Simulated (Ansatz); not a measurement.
Worked example: relaxation of cell and atoms of LuPt3 (Pm-3m, 4 atoms in the cell) in Ansatz (a quantum-chemistry and plane-wave program).

Level of theory: PBEsol, default PAW files made with PBE (plane waves; Ansatz).

The change in words: atoms on their sites; basis.ecutwfc: 420 eV → 630 eV; relax: default → cell and atoms. Reference geometry:
```
CELL_PARAMETERS angstrom
      4.02556     0.00000     0.00000
      0.00000     4.02556     0.00000
      0.00000     0.00000     4.02556
ATOMIC_POSITIONS crystal
  Lu 0.00000 0.00000 0.01242
  Pt 0.00000 0.50000 0.50000
  Pt 0.50000 0.00000 0.50000
  Pt 0.50000 0.50000 0.00000
```

Reference input (self-consistent single point, DFT, PBEsol, plane waves, default PAW files made with PBE): basis.ecutwfc = 420 eV; kpoints.mp_grid.grid = 7 7 7; hamiltonian.xc = pbesol; hamiltonian.pseudopotentials = {kind: paw} (the program's default PAW files); scf.occupations.method = fermi_dirac; scf.occupations.width = 0.1 eV. This run's input differs from it in these lines:

Ansatz 0.2 input:
```diff
@@ -7,3 +7,3 @@
   atoms:
-    - { symbol: Lu, position_ang: [0.00000000, 0.00000000, 0.05000149] }
+    - { symbol: Lu, position_ang: [0.00000000, 0.00000000, 0.00000000] }
     - { symbol: Pt, position_ang: [0.00000000, 2.01278050, 2.01278050] }
@@ -12,3 +12,3 @@
 basis:
-  ecutwfc: 420.0
+  ecutwfc: 630.0
 kpoints:
@@ -20,2 +20,4 @@
   occupations: { method: fermi_dirac, width: 0.1 }
+relax:
+  cell: {}
 output:
```

Output, abridged:

```
   [... SCF lines of the steps left out ...]
relax step   1: F+E_penalty+E_count = -51767.15382131 eV  Δ(F+E_penalty+E_count) = +0.000e0 eV  max|allowed force component| = 4.523e-29 eV/Å  Δτ_max = 0.0000 Å  P = -0.158 GPa  Ω = 65.235 Å³  (9 SCF iters, dr2 threshold 1.00e-7 eV, accepted)
relax step   2: F+E_penalty+E_count = -51767.15372931 eV  Δ(F+E_penalty+E_count) = +9.199e-5 eV  max|allowed force component| = 8.585e-29 eV/Å  Δτ_max = 0.0000 Å  P = +0.354 GPa  Ω = 65.076 Å³  energy of the carried Pulay correction = +4.479e-6 eV  [...]
relax step   3: F+E_penalty+E_count = -51767.15384693 eV  Δ(F+E_penalty+E_count) = -2.562e-5 eV  max|allowed force component| = 1.006e-29 eV/Å  Δτ_max = 0.0000 Å  P = -0.000 GPa  Ω = 65.186 Å³  energy of the carried Pulay correction = +1.384e-6 eV  [...]
relax step   4: F+E_penalty+E_count = -51767.15384615 eV  Δ(F+E_penalty+E_count) = +7.792e-7 eV  max|allowed force component| = 1.484e-29 eV/Å  Δτ_max = 0.0000 Å  P = -0.000 GPa  Ω = 65.186 Å³  stress off target by 4.13e-4 GPa  SCF on the basis [...]
basis re-selected at this cell: Δ(F+E_penalty+E_count) = +7.792e-7 eV, ΔP = -0.000 GPa vs the last step
the relaxation is at rest under the 48 symmetry operations that the run kept from its start: a minimum is not shown …
Stability not checked: this state was not tested for a lower state beside it, because too few of the mixer's solves of this state at the end of the SCF gave a …
Free energy (F): -51767.153846 eV
Internal energy: -51767.055671 eV  (E = F + TS)
   [... lines left out ...]
Fermi energy:    21.901397 eV
  cell:  # Å, volume = 65.1858 Å³
   [... lines left out ...]
    - [6.419766481290786e-35, 4.024552342827014, 0.0]
    - [-6.419766481290786e-35, 0.0, 4.024552342827014]
  atoms:
    - { symbol: Lu, position: [-1.119540908036087e-46, 3.852671141014874e-48, 5.4390651402562937e-48] }
    - { symbol: Pt, position: [2.22093383585111e-47, 0.5, 0.5] }
    - { symbol: Pt, position: [0.5, 1.1319158547240449e-48, 0.5] }
    - { symbol: Pt, position: [0.5, 0.5, 5.440412567392664e-48] }
```

The run converged.  The full log also holds: “iter 5 did not close the SCF: its close was put off for the readings that it lacked (scf_convergence_deferred on its scf_iter line)”. The full log also holds: “iter 6 did not close the SCF: its close was put off for the readings that it lacked (scf_convergence_deferred on its scf_iter line)”.

Summary of the result:
| Quantity | Result |
|---|---|
| Free energy E − TS (on the zero of these files) | -51767.1538 eV |
| Fermi level (on the code's own zero) | 21.90 eV |
| Pressure | 0.00 GPa |
| Final cell | a = 4.025 Å, b = 4.025 Å, c = 4.025 Å, α = 90.00°, β = 90.00°, γ = 90.00° |
| Final volume per atom | 16.30 Å³ |
| Relaxation steps | 4 |

The starting cell comes from a database of computed structures (which also holds hypothetical and non-ambient phases and stackings), without a prior relaxation at this level. Its lattice was rescaled by up to half a per cent. Spin polarisation is off. The relaxation keeps the symmetry of its start, so its end need not be a minimum. Ansatz's pressure includes its estimate of the finite-basis (Pulay) stress.

Cost on one core of a shared machine: roughly 40 s.
